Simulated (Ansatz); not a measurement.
The starting structures come from a database of crystals and need not be the phases stable at ambient conditions.

Given:

```xyz
12
Lattice="7.5493 0.0000 0.0000 2.0295 9.0821 0.0000 1.0000 -1.8859 3.2468" Properties=species:S:1:pos:R:3 pbc="T T T"
Rb     5.7753     0.0530     0.5771
Rb     4.8034     7.1433     2.6697
Cu     7.6603     5.3395     0.7421
Cu     2.9184     1.8567     2.5047
Cu     5.6551     3.6493     0.3779
Cu     4.9236     3.5470     2.8689
Cu     2.7065     4.3471     1.6914
Cu     7.8722     2.8492     1.5554
S      6.9175     4.5328     2.8274
S      3.6613     2.6635     0.4194
S      2.1274     6.3825     0.7269
S      8.4514     0.8137     2.5199
```

Space group of this cell: C2/m. The cell is taken as given.

Transport runs along the normal of the first two printed cell vectors.

The gap is the functional's own. No spin-orbit coupling. Mid-gap values are interpolated on the energy grid.

Problem. State the band gap and the smallest decay constant κ at mid-gap according to Ansatz (a quantum-chemistry and plane-wave program) with r2SCAN.

Solution. Gap 0.80 eV on a 10×10×10 mesh; κ = 0.116 1/Å, at the zone centre.
